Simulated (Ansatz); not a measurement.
The parent structure is Ru in the hcp (Mg type) structure (space group P6_3/mmc, No. 194; a = 2.705 Å, c = 4.260 Å). Axes: x lies along a and z along c of the hexagonal cell.

The values are results of r2SCAN, PAW, 500 eV (Ansatz, a quantum-chemistry and plane-wave program; no SOC), not measurements.

Before the change:

The pressure is 0.0 GPa and the volume per atom is 13.49 Å³. The band gap is zero.

Now apply this change: compressive biaxial strain of 1.39 % in the plane normal to [001], as in epitaxy on a mismatched substrate; the out-of-plane cell vector and the atoms relax.

How does this affect the pressure?

The pressure (mean of the normal stresses, compression positive) goes from zero to 7.1 GPa.

What happens to the volume per atom?

The volume per atom decreases by 0.27 Å³ (13.49 Å³ → 13.22 Å³).

Estimate the effect on the band gap.

The band gap stays zero.

Without a gap, meshes like the base's 20×20×11 leave anisotropic stresses uncertain by several tenths of a GPa, and small strain energies with them. Stability against distortions was not tested. The final runs are not spin-polarised.
